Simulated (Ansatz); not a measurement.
**A computed series for Nb: pressure series**

Start from Nb in the bcc (W type) structure (space group Im-3m, No. 229).

Nb has the cubic space group Im-3m (No. 229), the bcc (W type) structure, Pearson symbol cI2. Lattice parameters: a = b = c = 3.2713 Å, α = β = γ = 90.00°. Nb on 2a is coordinated by 8 Nb at 2.833 Å and 6 Nb at 3.271 Å. (Neighbours: up to the widest gap in distance over summed covalent radii, below 1.35, at either atom.)
(The calculation used a cell of 1 atom; values per cell refer to that cell.)

Cell and atoms are relaxed at each pressure.

Computed with plane-wave PAW DFT at the PBEsol level (Ansatz, a program for electronic structure, 420 eV), scalar-relativistic without spin-orbit coupling.

Notes on the quantities. enthalpy: H = E + PV relative to the base's energy.

```tsv
variant	volume per atom	enthalpy
base	17.50 Å³	–
pressure −2 GPa	17.70 Å³	-0.22 eV/atom
pressure −1 GPa	17.60 Å³	-0.11 eV/atom
pressure 0.9 GPa	?	+0.10 eV/atom
pressure 2.1 GPa	?	+0.23 eV/atom
pressure 4.5 GPa	17.10 Å³	+0.49 eV/atom
pressure 9 GPa	16.73 Å³	+0.96 eV/atom
pressure 15 GPa	?	+1.58 eV/atom
pressure 22.5 GPa	15.82 Å³	+2.33 eV/atom
pressure 30 GPa	15.39 Å³	+3.06 eV/atom
```

Problem. Fill in the withheld entries from the trend.

Solution. 
- pressure 0.9 GPa, volume per atom: 17.42 Å³
- pressure 2.1 GPa, volume per atom: 17.31 Å³
- pressure 15 GPa, volume per atom: 16.29 Å³

Load acts through the strain it causes; cell and atoms are relaxed under it. No phonon test of stability was made. No other phases were tried under pressure. The final runs are not spin-polarised.
